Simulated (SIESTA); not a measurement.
Band structure of N2 (P4_2/mnm, 4 atoms in the cell).

```xyz
4
Lattice="4.1474 0.0000 0.0000 0.0000 4.1474 0.0000 0.0000 0.0000 5.4288" Properties=species:S:1:pos:R:3 pbc="T T T"
N      3.7504     3.7504     0.0000
N      0.3970     0.3970     0.0000
N      2.4707     1.6767     2.7144
N      1.6767     2.4707     2.7144
```

Method of the run: GGA PBEsol, numerical atomic orbitals DZP, PseudoDojo PBEsol standard norm-conserving potentials (rewritten from UPF to PSML) run with SIESTA.

Settings: XC.functional = GGA; XC.authors = PBEsol; potentials = PseudoDojo PBEsol standard; PAO.BasisSize = DZP; PAO.EnergyShift = 0.01 Ry; MeshCutoff = 400 Ry; kgrid.MonkhorstPack = 6 6 4; OccupationFunction = FD; ElectronicTemperature = 10 K; MaxSCFIterations = 150; SCF.Mixer.Method = Pulay; SCF.Mixer.Weight = 0.2; SCF.Mixer.History = 6; SCF.DM.Tolerance = 1.0E-04.

The starting cell comes from a database of computed structures (which also holds hypothetical and non-ambient phases and stackings), without a prior relaxation at this level. Its lattice was rescaled by a random factor within 2.5 % of one. Values carry the incompleteness of an atom-centred basis.

Problem. Predict the gap along the standard path and the places of the band edges.

Solution. The gap along the path is 6.77 eV, from A to Γ; the smallest direct gap on it is 6.94 eV.

Levels in eV from the top of the valence band on the path, bands 7 to 11:
| point | 7 | 8 | 9 | 10 | 11 |
|---|---|---|---|---|---|
| Γ | -1.50 | -1.42 | -0.54 | -0.17 | 6.77 |
| X | -1.65 | -1.65 | -0.19 | -0.19 | 7.73 |
| M | -1.61 | -1.61 | -0.02 | -0.02 | 7.60 |
| Z | -1.51 | -1.51 | -0.32 | -0.32 | 7.16 |
| R | -1.50 | -1.50 | -0.22 | -0.22 | 7.55 |
| A | -1.64 | -1.64 | 0.00 | 0.00 | 7.56 |

Higher empty bands are left out: an atom-centred basis made for the valence describes them poorly.
